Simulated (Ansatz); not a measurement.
Input:

End structure of a constructed model of the (111) surface of fcc Rh, a layer of Mn in place of the third plane (bottom of the slab: a bare face, its two planes held):

```yaml
crystal:
  lattice:
    - [2.70822, 0.00000, 0.00000]
    - [-1.35411, 2.34539, 0.00000]
    - [0.00000, 0.00000, 27.50000]
  atoms:
    - { symbol: Rh, position: [0.33333, 0.66667, 0.29963] }
    - { symbol: Rh, position: [0.66667, 0.33333, 0.38004] }
    - { symbol: Rh, position: [0.00000, 0.00000, 0.46182] }
    - { symbol: Mn, position: [0.33333, 0.66667, 0.53735] }
    - { symbol: Rh, position: [0.66667, 0.33333, 0.61172] }
    - { symbol: Rh, position: [0.00000, 0.00000, 0.69291] }
```

Model: 6-atom slab, 11.0 Å thick at the start with caps and adatoms (thin: gaps and levels are the slab's own), 16x16x1 mesh, Fermi-Dirac 0.1 eV, dipole correction, 2 atoms held, the rest relaxed; start symmetry kept, larger cells not searched; spin-polarised, ending with about 1.5 μB a cell; orders that need a larger cell were not tried, no spin-orbit, no U. In PBE it lies 0.28 eV a 1x1 cell over the lowest computed structure of the same composition (a layer of Mn in place of the second plane).

### Question
Give the work function of the top face at the level PBE (Ansatz, a quantum-chemistry and plane-wave program).

### Answer
5.20 eV
